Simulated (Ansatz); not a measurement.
Base system: Al in the fcc (Cu type) structure (space group Fm-3m, No. 225; relaxed with 0.1 eV smearing).

```yaml
crystal:
  lattice:
    - [0.00000, 1.99194, 1.99194]
    - [1.99194, 0.00000, 1.99194]
    - [1.99194, 1.99194, 0.00000]
  atoms:
    - { symbol: Al, position: [0.00000, 0.00000, 0.00000] }
```

Cartesian axes are those of the cell as printed.

Calculations: LDA in Ansatz (plane waves to 420 eV, PAW, no SOC).

Before the change:

```
Property           Result
---------------  --------
Volume per atom  15.81 Å³
```

The change: biaxial strain −3.00 %, plane normal [001], relaxed out of plane (Cartesian); in-plane vectors clamped, the third vector and the atoms free.

How does this affect the volume per atom, energy relative to the base and in-plane stress?

The volume per atom decreases by 0.45 Å³, from 15.81 Å³ to 15.36 Å³; the energy rises by 11 meV/atom; the mean in-plane stress (compression positive) comes out as +4.4 GPa.

Whether these cells are dynamically stable was not tested.

Ansatz is a first-principles code.
